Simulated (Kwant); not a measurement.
Model system: quantum point contact (saddle potential) in a CdTe two-dimensional gas. Effective mass 0.096 mₑ, grid spacing 6.7 nm, hard walls, nominal width 200 nm (29 grid rows, so walls 201 nm apart), one parabolic valley, scattering region 600 nm long along x; energies count from the band bottom; Fermi energy 0.00119 eV. Potential (V0 + ½k y²) cos²(πx/L) for |x| < L/2, with V0 swept from 0.0012495 to 0 eV, k = 4.1e-07 eV/nm², L = 430 nm. Perpendicular field 0.16 T, also in the leads; orbital effect alone.

Constants are typed, rounded textbook-type inputs, not results; the design itself was drawn at random and stands for no fabricated device.

Computed with Kwant: effective-mass tight-binding model on a square grid, one spin, coherent transport at 0 K. Conductance is in e²/h.

Sweep values stay those of the base run.

Base results: mean G (e²/h) over the sweep 0.95; G (e²/h) at V0 = 0.6338 meV 1.00; G (e²/h) at V0 = 0.9416 meV 0.26; G (e²/h) at V0 = 0.3260 meV 1.25.

Question: What follows from this one change: magnetic field 0.16 → 0.062 T?

Answer: mean G over the sweep 0.95 → 0.98 e²/h; G at V0 = 0.6338 meV little changed (1.00 e²/h); G at V0 = 0.9416 meV 0.26 → 0.32 e²/h; G at V0 = 0.3260 meV 1.25 → 1.46 e²/h.

Question: What follows from this one change: effective mass 0.096 → 0.077 mₑ?

Answer: mean G over the sweep 0.95 → 0.82 e²/h; G at V0 = 0.6338 meV little changed (0.99 e²/h); G at V0 = 0.9416 meV 0.26 → 0.15 e²/h; G at V0 = 0.3260 meV 1.25 → 1.02 e²/h.

Question: What follows from this one change: Fermi energy 0.00119 → 0.0006 eV?

Answer: mean G over the sweep 0.95 → 0.25 e²/h; G at V0 = 0.6338 meV 1.00 → 0.00012 e²/h; G at V0 = 0.9416 meV 0.26 → 2.3e-7 e²/h; G at V0 = 0.3260 meV 1.25 → 0.31 e²/h.
